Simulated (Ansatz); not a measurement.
The starting structures come from a database of crystals and need not be the phases stable at ambient conditions.

By PBEsol, the system below comes out a metal.

The ballistic (Sharvin) conductance counts the channels at the Fermi level: G/A = (e²/h) × channels of both spins per area.

```
BiPd
1.0
    4.28082     0.00000     0.00000
    0.00000     5.69780     0.00000
    2.14041     0.00000     3.70730
Bi Pd
2 2
Direct
  0.33333   0.75000   0.33333
  0.66667   0.25000   0.66667
  0.00000   0.50000   0.00000
  0.00000   0.00000   0.00000
```

Space group of this cell: P6_3/mmc, NiAs type. The cell is taken as given; by PBEsol its mean pressure is -2.2 GPa.

The current flows along the normal of the first two printed cell vectors, the (100) plane of the conventional cell. No spin-orbit coupling; the value is a mean over 0.1 eV about the Fermi level.

Task: Estimate the ballistic conductance per area that PBEsol in Ansatz (a quantum-chemistry and plane-wave program) returns for this system.

Result: 0.76 × 10¹⁵ S/m² for both spins.
